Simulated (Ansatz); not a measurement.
Voigt–Reuss–Hill shear modulus of CoSn (P6/mmm, No. 191) at several levels of theory

No measured value is used here.

| level (code) | value (GPa) | cell (Å³/atom) |
|---|---|---|
| LDA (Ansatz) | 85.5 | 15.93 |
| PBE (Ansatz) | 72.3 | 17.13 |
| PBEsol (Ansatz) | 81.1 | 16.39 |
| r²SCAN (Ansatz) | 81.9 | 16.61 |

The crystal itself was run without spin with LDA, PBE, PBEsol, r²SCAN. Each level is taken at its own relaxed cell. Cutoffs differ between the levels. Ansatz's density-functional and Hartree–Fock values are scalar-relativistic unless marked +SOC, with PAW data made under PBE.

Ansatz is a program for electronic structure.
